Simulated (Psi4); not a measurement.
Psi4 1.11, PBE/def2-svp: Al(Me)2(F) ([CH3][Al]([CH3])[F]), 10 atoms. The geometry is a generated start, not checked to be a minimum at this level.

```yaml
task: energy
method: pbe
basis: def2-svp
memory: 3 GB
maxiter: 100
keys_of_the_molecule_block: symmetry c1
scf_type: df (default)
diis_max_vecs: 10 (default)
e_convergence: 1e-06 (default)
d_convergence: 1e-06 (default)
dft_radial_points: 75 (default)
dft_spherical_points: 302 (default)
basis_functions: 90
grid_points: 216957
```

```xyz
10

Al    -0.4213     0.3111    -0.3794
C      1.4055     0.0479    -1.1192
H      1.7836    -0.9594    -0.9298
H      2.1340     0.7353    -0.6813
H      1.4241     0.2113    -2.2016
C     -1.0999    -0.2718     1.3954
H     -1.6696    -1.2033     1.3312
H     -1.7699     0.4703     1.8385
H     -0.2861    -0.4490     2.1026
F     -1.5004     1.1077    -1.3565
```

With the defaults (diis = true, scf_initial_accelerator = adiis, damping_percentage = 0, guess = auto, which took SAD, soscf = false, level_shift = 0, level_shift_cutoff = 0.01) it converges in 9 SCF iterations. One run each on 2 threads, with these changes:
- diis = false, scf_initial_accelerator = none, damping_percentage = 60
- guess = core
- scf_initial_accelerator = none
- guess = modhuckel
- level_shift = 0.1, level_shift_cutoff = 0.001
- soscf = true
- scf_initial_accelerator = ediis
- guess = sapgau
- guess = gwh

Problem. Which of these changes keep the SCF from converging, or lead it to another solution?

Solution. No convergence: diis = false, scf_initial_accelerator = none, damping_percentage = 60 (the run ends without SCF convergence in 100 iterations). The rest reach the solution of the defaults.

```csv
setting,SCF iterations,JK calls,end
soscf = true,7,23,same solution
the defaults,9,10,same solution
"level_shift = 0.1, level_shift_cutoff = 0.001",9,10,same solution
scf_initial_accelerator = none,9,10,same solution
guess = sapgau,9,9,same solution
scf_initial_accelerator = ediis,9,10,same solution
guess = modhuckel,9,30,same solution
guess = core,13,13,same solution
guess = gwh,13,13,same solution
"diis = false, scf_initial_accelerator = none, damping_percentage = 60",100,101,no convergence
```

An SOSCF iteration holds several JK calls; a Hückel guess adds calls on atoms.
